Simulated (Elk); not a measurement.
Elk run on Be3Pd (I4/mmm, 4 atoms in the cell): self-consistent single point.

Computed with LDA (PW92), all-electron FP-LAPW, Elk's shipped species files, default APW+lo basis in Elk 10.2.4.

```
CELL_PARAMETERS angstrom
     -1.64420     1.64420     3.56679
      1.64420    -1.64420     3.56679
      1.64420     1.64420    -3.56679
ATOMIC_POSITIONS crystal
  Be 0.75000 0.25000 0.50000
  Be 0.25000 0.75000 0.50000
  Be 0.50000 0.50000 0.00000
  Pd 0.00000 0.00000 0.00000
```

Reference input (self-consistent single point, DFT, LDA (PW92), all-electron FP-LAPW, Elk's shipped species files, default APW+lo basis): xctype = 3; rgkmax = 7; stype = 1; swidth = 0.00734986 Ha; ngridk = 9 9 9; rmtscf = 0.94. This run's input differs from it in these lines:

```diff
@@ -35,3 +35,3 @@
 ngridk
-  9 9 9
+  8 8 8
```

Log, with long lists cut:

```
│ Self-consistent loop started │
│ Loop number : 1 │
 total energy                :     -5035.09359350
│ Loop number : 2 │
 total energy                :     -5037.98808543
RMS change in Kohn-Sham potential (target) :   0.6037712000     (  0.1000000000E-05)
Absolute change in total energy (target)   :    2.894491930     (  0.1000000000E-03)
│ Loop number : 3 │
 total energy                :     -5065.07976690
RMS change in Kohn-Sham potential (target) :   0.2685569798     (  0.1000000000E-05)
Absolute change in total energy (target)   :    27.81530445     (  0.1000000000E-03)
│ Loop number : 4 │
   [... lines left out ...]
Absolute change in total energy (target)   :   0.4891566305E-03 (  0.1000000000E-03)
│ Loop number : 16 │
 total energy                :     -5086.20333130
RMS change in Kohn-Sham potential (target) :   0.5196859887E-07 (  0.1000000000E-05)
Absolute change in total energy (target)   :   0.1213155056E-03 (  0.1000000000E-03)
│ Loop number : 17 │
 total energy                :     -5086.20333109
RMS change in Kohn-Sham potential (target) :   0.2161349675E-07 (  0.1000000000E-05)
Absolute change in total energy (target)   :   0.3011753870E-04 (  0.1000000000E-03)
Convergence targets achieved

│ Loop number : 18 │

Energies :
 Fermi                       :     0.302050984925
 total energy                :     -5086.20333140

Density of states at Fermi energy :    23.67439995
 (states/Hartree/unit cell)

Estimated indirect band gap :   0.4506561318E-02
 from k-point     52 to k-point      3
Estimated direct band gap   :   0.3298230070E-01
 at k-point     23

Charges :
 core                        :    34.00000000
 valence                     :    24.00000000
 interstitial                :    4.950312989
 muffin-tins (core leakage)
  species :    1 (Be)
   atom    1                 :    2.677223309     (  0.2172905919E-02)
   atom    2                 :    2.677223309     (  0.2172905919E-02)
   atom    3                 :    2.682864198     (  0.2177693086E-02)
  species :    2 (Pd)
   atom    1                 :    45.01237619     (  0.1730394317E-07)
 total in muffin-tins        :    53.04968701
 total calculated charge     :    58.00146273
 total charge                :    58.00000000
 error                       :   0.1462734025E-02

│ Self-consistent loop stopped │
```

The run converged in 18 iterations. The count includes the last loop, which Elk runs after its targets are met. Against the reference run the total energy falls by 3.1 meV/atom.

The starting cell comes from a database of computed structures (which also holds hypothetical and non-ambient phases and stackings), without a prior relaxation at this level. Its lattice was rescaled by a random factor within 2.5 % of one. Spin polarisation is off. Values depend on the basis (sphere radii, cutoffs, local orbitals), which need not be converged. The log's line on a gap gives a spacing of levels on this mesh, which the program prints for metals too.

Cost on one core of a shared machine: roughly 60 s.
